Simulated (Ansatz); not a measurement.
fcc Cu (1 1 1) on rock-salt MgO (1 1 1) (film strained to the substrate, faces as cut)

A periodic stack without vacuum, fcc Cu (1 1 1) on rock-salt MgO (1 1 1) (film strained to the substrate, faces as cut): substrate slab Mg15O18, film Cu20, surface cells [[-1, 2], [-1, -1]] and [[0, -2], [2, 0]], film strained by +1.5 and +1.5 %, faces O/O and Cu/Cu as cut (like faces can put a slab off its formula).

The start was prepared with a machine-learned potential, and the result is one local minimum, with the in-plane cell held and forces under 0.04 eV/Å; the film can end far from its bulk form.

All values below come from PBE (plane waves to 420 eV, PAW; Ansatz, a program for electronic structure). Scalar-relativistic, without spin–orbit coupling; the runs are not spin-polarised; PBE gaps are too small against experiment. Its k-point mesh 6×6×1, Fermi–Dirac width 0.05 eV.

* **interface area**: 23.5 Å²
* **period**: 23.56 Å
* **gaps between the outermost planes at the two interfaces**: 1.44 and 1.35 Å
* **Cu–O contacts across the interfaces within 1.22 times the sum of covalent radii**: 13, mean 2.05 Å
* **Cu–Mg contacts across the interfaces within 1.22 times the sum of covalent radii**: 10, mean 2.99 Å
* **hole barrier (PBE)**: 0.96 eV
* **electron barrier (PBE)**: 3.51 eV

```yaml
crystal:
  lattice:
    - [5.20940, 0.00013, -0.04631]
    - [-2.60461, 4.51152, 0.04638]
    - [-2.81415, 2.12726, 23.59594]
  atoms:
    - { symbol: Mg, position: [0.34217, 0.42364, 0.08146] }
    - { symbol: Mg, position: [0.67820, 0.08766, 0.08144] }
    - { symbol: Mg, position: [0.01407, 0.75971, 0.08145] }
    - { symbol: Mg, position: [0.38016, 0.03888, 0.18597] }
    - { symbol: Mg, position: [0.71287, 0.70436, 0.18597] }
    - { symbol: Mg, position: [0.04562, 0.37167, 0.18597] }
    - { symbol: Mg, position: [0.41395, 0.65282, 0.29023] }
    - { symbol: Mg, position: [0.74743, 0.31955, 0.29026] }
    - { symbol: Mg, position: [0.08071, 0.98607, 0.29023] }
    - { symbol: Mg, position: [0.44850, 0.26723, 0.39452] }
    - { symbol: Mg, position: [0.78188, 0.93391, 0.39449] }
    - { symbol: Mg, position: [0.11525, 0.60052, 0.39462] }
    - { symbol: Mg, position: [0.48147, 0.87987, 0.49903] }
    - { symbol: Mg, position: [0.81815, 0.54794, 0.49904] }
    - { symbol: Mg, position: [0.15007, 0.21654, 0.49911] }
    - { symbol: O, position: [0.33770, 0.12292, 0.03339] }
    - { symbol: O, position: [0.66190, 0.77162, 0.03360] }
    - { symbol: O, position: [0.98656, 0.44818, 0.03327] }
    - { symbol: O, position: [0.36233, 0.73086, 0.13407] }
    - { symbol: O, position: [0.69588, 0.39725, 0.13447] }
    - { symbol: O, position: [0.02915, 0.06442, 0.13404] }
    - { symbol: O, position: [0.39668, 0.34539, 0.23842] }
    - { symbol: O, position: [0.73024, 0.01181, 0.23843] }
    - { symbol: O, position: [0.06375, 0.67898, 0.23837] }
    - { symbol: O, position: [0.43091, 0.95947, 0.34264] }
    - { symbol: O, position: [0.76512, 0.62643, 0.34265] }
    - { symbol: O, position: [0.09807, 0.29365, 0.34264] }
    - { symbol: O, position: [0.46970, 0.57468, 0.44683] }
    - { symbol: O, position: [0.79578, 0.23703, 0.44684] }
    - { symbol: O, position: [0.13202, 0.91100, 0.44684] }
    - { symbol: O, position: [0.50038, 0.18885, 0.55051] }
    - { symbol: O, position: [0.83423, 0.85456, 0.55217] }
    - { symbol: O, position: [0.16442, 0.52680, 0.54231] }
    - { symbol: Cu, position: [0.68153, 0.48696, 0.61326] }
    - { symbol: Cu, position: [0.18970, 0.48449, 0.62007] }
    - { symbol: Cu, position: [0.69302, 0.99572, 0.61326] }
    - { symbol: Cu, position: [0.18957, 0.98259, 0.61329] }
    - { symbol: Cu, position: [0.05054, 0.10643, 0.70282] }
    - { symbol: Cu, position: [0.55068, 0.11133, 0.70063] }
    - { symbol: Cu, position: [0.04840, 0.60983, 0.70283] }
    - { symbol: Cu, position: [0.55468, 0.61317, 0.70236] }
    - { symbol: Cu, position: [0.41579, 0.73483, 0.78923] }
    - { symbol: Cu, position: [0.91214, 0.73103, 0.79015] }
    - { symbol: Cu, position: [0.41459, 0.23459, 0.78923] }
    - { symbol: Cu, position: [0.91217, 0.23158, 0.79015] }
    - { symbol: Cu, position: [0.76894, 0.35284, 0.87798] }
    - { symbol: Cu, position: [0.28063, 0.36276, 0.87749] }
    - { symbol: Cu, position: [0.77847, 0.85070, 0.87797] }
    - { symbol: Cu, position: [0.27624, 0.85716, 0.87556] }
    - { symbol: Cu, position: [0.14685, 0.98914, 0.96170] }
    - { symbol: Cu, position: [0.63735, 0.97203, 0.96177] }
    - { symbol: Cu, position: [0.13022, 0.48100, 0.96169] }
    - { symbol: Cu, position: [0.64276, 0.47414, 0.97576] }
```
